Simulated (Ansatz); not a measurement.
## Short convergence ladders for a (110) slab of TaN (cut from a parent of space group no. 187; 12 atoms in the cell)

```xyz
12
Lattice="2.8989 0.0000 0.0000 0.0000 5.1074 0.0000 0.0000 0.0000 21.3719" Properties=species:S:1:pos:R:3 pbc="T T T"
Ta     1.4494     0.0000     7.0000
N      0.0000     3.4049     7.0000
Ta     1.4494     2.5537     8.4744
N      0.0000     0.8512     8.4744
Ta     1.4494     0.0000     9.9487
N      0.0000     3.4049     9.9487
Ta     1.4494     2.5537    11.4231
N      0.0000     0.8512    11.4231
Ta     1.4494     0.0000    12.8975
N      0.0000     3.4049    12.8975
Ta     1.4494     2.5537    14.3719
N      0.0000     0.8512    14.3719
```

Base method: PBEsol, default PAW files made with PBE (plane waves; Ansatz, a quantum-chemistry and plane-wave program).

Base settings: basis.ecutwfc = 30.9 Ry; kpoints.mp_grid.grid = 6 3 1; hamiltonian.xc = pbesol; hamiltonian.pseudopotentials = {kind: paw} (the program's default PAW files); scf.occupations.method = fermi_dirac; scf.occupations.width = 0.0073 Ry.

The count of work is k-points × plane waves × bands × iterations; it is no time. 

**The vacuum**

The mesh stays at the base's, so the ladder's end is converged at best in this setting alone.

Only quantities that move along the ladder and can be compared are tabulated.

```csv
vacuum between outermost atoms (Å),free energy less the last step's (meV/atom),largest difference of a force vector from the last step's (eV/Å),count of work / last
3.0,-80.22,1.292,0.22
4.0,-23.67,0.410,0.30
5.0,-7.48,0.179,0.33
6.0,-1.99,0.050,0.36
7.0,-0.58,0.013,0.38
8.0,-0.22,0.004,0.41
10.0,-0.02,0.001,0.47
12.0,-0.02,0.000,0.52
14.0,0.01,0.000,0.57
17.0,0.00,0.000,0.65
20.0,0.02,0.000,0.73
25.0,0.02,0.000,0.87
30.0,0.00,0.000,1.0
```

Smallest vacuum between outermost atoms (Å) that holds the forces within 0.005 eV/Å of the last step, with all finer ones: 8.0, at 0.41 of the last step's count of work; the step before is off by 0.013 eV/Å.

Smallest vacuum between outermost atoms (Å) that holds the free energy within 5 meV/atom of the last step, with all finer ones: 6.0, at 0.36 of the last step's count of work; the step before is off by 7.5 meV/atom.

**The plane-wave cutoff**

The mesh stays at the base's, so the ladder's end is converged at best in this setting alone.

Only quantities that move along the ladder and can be compared are tabulated.

| basis.ecutwfc | free energy less the last step's (meV/atom) | largest difference of a force vector from the last step's (eV/Å) | count of work / last |
|---|---|---|---|
| 15.4 Ry | 1674.75 | 0.255 | 0.14 |
| 18.4 Ry | 571.06 | 0.049 | 0.16 |
| 21.7 Ry | 169.58 | 0.038 | 0.21 |
| 26.1 Ry | 29.03 | 0.007 | 0.28 |
| 30.9 Ry | 2.95 | 0.000 | 0.35 |
| 37.1 Ry | 0.41 | 0.000 | 0.47 |
| 46.3 Ry | 0.13 | 0.000 | 0.65 |
| 61.7 Ry | 0.00 | 0.000 | 1.0 |

Coarsest basis.ecutwfc that holds the forces within 0.01 eV/Å of the last step, with all finer ones: 26.1 Ry, at 0.28 of the last step's count of work; the step before is off by 0.038 eV/Å.

Coarsest basis.ecutwfc that holds the free energy within 0.5 meV/atom of the last step, with all finer ones: 37.1 Ry; the step before is off by 2.9 meV/atom.

On the base run: the starting cell comes from a database of computed structures (which also holds hypothetical and non-ambient phases and stackings), without a prior relaxation at this level. The slab is cut from that crystal, and its faces are unrelaxed. Its lattice was rescaled by up to half a per cent. Spin polarisation is off. In the base run, forces exceed 1 eV/Å. Without a gap this mesh is coarse (it stands for a supercell whose shortest in-plane vector is 15 Å).

Left out of this page: 1 run of the series outside the window shown, repeating another row's setting, or not comparable.

Keys are those of Ansatz 0.2.
